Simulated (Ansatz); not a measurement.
**BN, response to strain**

The reference is BN in the zinc blende structure (space group F-43m, No. 216; a = 3.624 Å).

Strains are applied to the cell and any free atomic positions relax.

Method: PBE/PAW in Ansatz (an electronic-structure program), no SOC, earlier PAW set.

| isotropic strain (%) | pressure (GPa) |
|---|---|
| -5.31 | 81.9 |
| -2.65 | ? |
| -1.87 | 23.3 |
| -1.26 | 15.1 |
| 0 | 0.0 |

Q: Fit P = P₀ − Bδ + Cδ² with δ = (1 + ε)³ − 1 to the rows shown and predict the withheld row.

A: Least squares on the printed values gives P₀ = 0.0 GPa, B = 356 GPa, C = 1230 GPa (largest residual 0.1 GPa); this predicts 35.0 GPa, and the run gives 34.6 GPa, 0.4 lower.

Whether these cells are dynamically stable was not tested.
